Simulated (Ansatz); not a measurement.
The starting structures come from a database of crystals and need not be the phases stable at ambient conditions.

Where the default PAW files enter, the runs use the earlier of Ansatz's two default sets.

The decay constant κ of evanescent states in the gap governs leakage through a thin film.

Data:

```yaml
crystal:
  lattice:
    - [3.75684, 0.00000, 0.00000]
    - [0.00000, 3.75684, 0.00000]
    - [1.87842, -1.87842, 2.60440]
  atoms:
    - { symbol: Mg, position: [0.00000, 0.00000, 0.00000] }
    - { symbol: S, position: [0.50000, 0.50000, 0.00000] }
```

Space group of this cell: I4/mmm. The cell is strained (lengths across the current scaled by 1.02, ions clamped); by r2SCAN its mean pressure is -3.0 GPa.

Transport runs along the normal of the first two printed cell vectors, the (001) (indices of the unstrained crystal) plane of the conventional cell.

The gap is the functional's own. No spin-orbit coupling. Mid-gap values are those at the computed energy nearest the middle.

Task: State the band gap and the smallest decay constant κ at mid-gap according to r2SCAN (Ansatz, a program for electronic structure).

Result: Gap 3.29 eV on a 12×12×12 mesh; κ = 0.265 1/Å, at the zone centre.
